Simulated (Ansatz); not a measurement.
```
CELL_PARAMETERS angstrom
      3.10670     0.00000     0.00000
     -1.55335     2.69048     0.00000
      0.00000     0.00000     4.97858
ATOMIC_POSITIONS crystal
  Al 0.66667 0.33333 0.49921
  Al 0.33333 0.66667 0.99921
  N  0.66667 0.33333 0.88079
  N  0.33333 0.66667 0.38079
```

Level of theory: r2SCAN with spin-orbit coupling, rigid bands (plane waves, PAW; Ansatz, a program for electronic structure). How the cell was made: cell and atoms relaxed with r2SCAN.

Q: Predict the hole conductivity mass (n e² τ/σ) at 300 K, by direction if it differs.

A: 3.7 (x), 3.7 (y), 0.42 (z) mₑ.

Q: Predict the electron conductivity mass (n e² τ/σ) at 300 K, by direction if it differs.

A: 0.32 (x), 0.32 (y), 0.31 (z) mₑ.

Q: And the band gap?

A: 4.88 eV at this level; semilocal functionals usually fall short of the measured gap.

Rigid bands, one relaxation time for all states, no polarons.
